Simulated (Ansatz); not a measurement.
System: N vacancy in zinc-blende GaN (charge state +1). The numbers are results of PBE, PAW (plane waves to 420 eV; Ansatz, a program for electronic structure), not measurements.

Cell of 64 host sites held at the relaxed PBE lattice; one k-point at (0.250, 0.250, 0.250); Fermi-Dirac width 0.01 eV, spin-restricted; finite-size errors left in. No zero-point or tunnelling terms. The host's phase is taken as given; its stability against other phases was not computed. The charge state is imposed; whether it is stable for some Fermi level was not computed. Forms of the defect that were not tried may lie lower.

Barriers: single points on a 2×2×2 k-point mesh shifted by half a step at the bands' geometries.

The only route run: a nearby N atom hops onto the vacant site; the atom moves 3.19 Å along (0.00, -0.50, -0.50) of the unit cell; the moving atom starts with neighbours Ga at 1.95, 2 Ga at 1.97, Ga at 1.99 Å and ends with Ga at 1.95, 2 Ga at 1.97, Ga at 1.99 Å. Its barrier is 3.88 eV. The saddle point's order was not checked, and it lies on a symmetry element of the cell, where a band can be held. The defect has 12 equivalent sites to jump to, 3.22 Å away. Attempt frequency: take 10 THz as a typical guess.

Estimate the defect's diffusion coefficient at 400 K, how far it wanders in 10 years, and how much an error of 0.1 eV in the barrier would matter.

kT = 0.0345 eV, so each jump happens at Γ = ν exp(−E/kT) = 1.0e13 × exp(−112.56) ≈ 1.3e-36 s⁻¹. For uncorrelated jumps in a cubic host D = z λ² Γ / 6 = 12 × (3.22e-8 cm)² × 1.3e-36 / 6 ≈ 2.7e-51 cm²/s. The root-mean-square distance is √(6Dt) ≈ 2e-14 nm, less than one jump, so the defect is frozen in. An error of 0.1 eV changes D by a factor exp(0.1/kT) ≈ 18, and the distance by its square root. This is the isolated defect's own diffusivity; trapping, its concentration and zero-point motion are left out.
